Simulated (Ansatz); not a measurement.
Ansatz (a quantum-chemistry and plane-wave program) run on SrGaSi (P3m1, 3 atoms in the cell): self-consistent single point.

Computed with PBEsol, default PAW files made with PBE (plane waves; Ansatz).

```
SrGaSi
1.0
    4.19212     0.00000     0.00000
   -2.09606     3.63048     0.00000
    0.00000     0.00000     4.75003
Sr Ga Si
1 1 1
Direct
  0.00000   0.00000   0.01053
  0.33333   0.66667   0.50000
  0.66667   0.33333   0.50000
```

Reference input (self-consistent single point, DFT, PBEsol, plane waves, default PAW files made with PBE): basis.ecutwfc = 420 eV; kpoints.mp_grid.grid = 9 9 7; hamiltonian.xc = pbesol; hamiltonian.pseudopotentials = {kind: paw} (the program's default PAW files); scf.occupations.method = fermi_dirac; scf.occupations.width = 0.1 eV. This run's input differs from it in these lines:

Ansatz 0.2 input:
```diff
@@ -12,3 +12,3 @@
 kpoints:
-  mp_grid: { grid: [9, 9, 7] }
+  mp_grid: { grid: [15, 15, 12] }
 hamiltonian:
@@ -17,3 +17,3 @@
 scf:
-  occupations: { method: fermi_dirac, width: 0.1 eV }
+  occupations: { method: fermi_dirac, width: 0.5 eV }
 output:
```

Output (repeated stretches shortened):

```
SCF iter   1: F=—  HF=-7858.893093 eV  |F-HF|=—  |Δ(HF+E_count)|=         —  Δρ=4.30e-3  dr2=2.43e-2  ethr=1.77e-3  ⟨swp⟩=6.4  Hψ=33525  notcnv=0
all-band conjugate gradients solve this SCF's bands
preconditioner: auto → Kerker (q_TF=auto, 2.315 Å⁻¹)
SCF iter   2: F=—  HF=-7858.889216 eV  |F-HF|=—  |Δ(HF+E_count)|=   3.88e-3  Δρ=2.99e-3  dr2=1.46e-2  ethr=9.01e-5  ⟨swp⟩=1.7  Hψ=8660  notcnv=0
   [... lines left out ...]
SCF iter   5: F=—  HF=-7858.885458 eV  |F-HF|=—  |Δ(HF+E_count)|=   1.10e-4  Δρ=2.18e-4  dr2=5.85e-5  ethr=7.07e-7  ⟨swp⟩=2.0  Hψ=7384  notcnv=0
SCF iter   6: F=—  HF=-7858.885458 eV  |F-HF|=—  |Δ(HF+E_count)|=   2.44e-7  Δρ=7.19e-5  dr2=5.77e-6  ethr=2.17e-7  ⟨swp⟩=2.0  Hψ=8259  notcnv=0
SCF iter   7: F=—  HF=-7858.885457 eV  |F-HF|=—  |Δ(HF+E_count)|=   6.44e-7  Δρ=1.53e-5  dr2=2.34e-7  ethr=2.14e-8  ⟨swp⟩=2.0  Hψ=8683  notcnv=0
SCF iter   8: F=-7858.885457 eV  HF=-7858.885457 eV  |F-HF|=1.09e-9  |Δ(HF+E_count)|=   6.60e-9  Δρ=1.89e-6  dr2=4.50e-9  ethr=3.70e-10  ⟨swp⟩=6.4  Hψ=27960  notcnv=0
SCF 1 converged in 8 iterations: F = -7858.885457 eV  dr2 = 4.50e-9
Free energy (F): -7858.885457 eV
Internal energy: -7857.894803 eV  (E = F + TS)
E sigma→0 (E₀):  -7858.390130 eV
Entropy (-TS):   -0.990654 eV (-330.218 meV/atom)
Fermi energy:    8.333334 eV
--- Forces (eV/Å), atoms counted from 1 ---
  atom   1  Sr     0.00000000    -0.00000000    -0.18082457
  atom   2  Ga    -0.00000000     0.00000000     0.08834784
  atom   3  Si     0.00000000    -0.00000000     0.09247519
--- Stress (GPa, compression-positive) ---
       -0.175370       0.000000       0.000000
        0.000000      -0.175370       0.000000
        0.000000       0.000000      -1.726108
  P = ⅓ Tr σ = -0.6923 GPa (-6.923 kbar)
  The stress holds the Pulay correction. Without it, at fixed plane waves, as pw.x and ABINIT print it: P = -0.7131 GPa
```

The run converged in 8 iterations. Against the reference run the free energy drops by 151 meV/atom, the pressure goes from -1.79 to -0.69 GPa and the largest force stays at 0.181 eV/Å.

The starting cell comes from a database of computed structures (which also holds hypothetical and non-ambient phases and stackings), without a prior relaxation at this level. Its lattice was rescaled by up to half a per cent. One atom was moved a little off its site on purpose. Ansatz's pressure includes its estimate of the finite-basis (Pulay) stress.

Cost on one core of a shared machine: roughly 40 s.
